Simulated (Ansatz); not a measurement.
Rutile MgH₂: PBE at its full settings (plane-wave cutoff 520 eV, 8×8×12 k mesh (along the axes of the cell as run), Fermi–Dirac smearing 0.01 eV, scalar-relativistic PAW data made under PBE) and at cheaper ones, in a cell of 6 atoms with Γ-centred meshes.

```tsv
level and setting	equilibrium lattice constant a (Å)	c axis length (Å)	bulk modulus (GPa)
PBE (Ansatz)	4.518	3.013	48.4
PBE (300 eV cutoff) (Ansatz)	4.522	3.015	49.7
PBE (Γ point alone) (Ansatz)	5.726	1.994	23.5
PBE (2×2×2 k mesh) (Ansatz)	4.434	3.123	49.3
PBE (4×4×4 k mesh) (Ansatz)	4.520	3.011	48.3
PBE (6×6×6 k mesh) (Ansatz)	4.518	3.013	48.4
PBE (Fermi-Dirac smearing of 0.3 eV) (Ansatz)	4.518	3.013	48.4
```

Largest shifts from the full settings: lattice constant a +27 % (PBE (Γ point alone)), against a difference of +0.02 % of the full result from the reference 4.517 Å (measured, temperature not stated, no zero-point or thermal correction; as tabulated in Ellinger et al., J. Am. Chem. Soc. 77, 2647 (1955) (COD 4124639)); lattice parameter c -34 % (PBE (Γ point alone)), against a difference of -0.26 % of the full result from the reference 3.021 Å (measured, temperature not stated, no zero-point or thermal correction; as tabulated in Ellinger et al., J. Am. Chem. Soc. 77, 2647 (1955) (COD 4124639)); bulk modulus -51 % (PBE (Γ point alone)), against a difference of -1.2 % of the full result from the reference 49 ± 2 GPa (measured, room temperature, no zero-point or thermal correction, measured on MgD2; as tabulated in abstract on rutile-type MgD2 by neutron diffraction to 9.3 GPa, listed at scite).

Ansatz's density-functional and Hartree–Fock values are scalar-relativistic unless marked +SOC, with PAW data made under PBE.

Run with cheap settings on purpose, which may leave them unconverged: PBE (2×2×2 k mesh), PBE (300 eV cutoff), PBE (4×4×4 k mesh), PBE (6×6×6 k mesh), PBE (Fermi-Dirac smearing of 0.3 eV), PBE (Γ point alone).

Ansatz is a first-principles code.
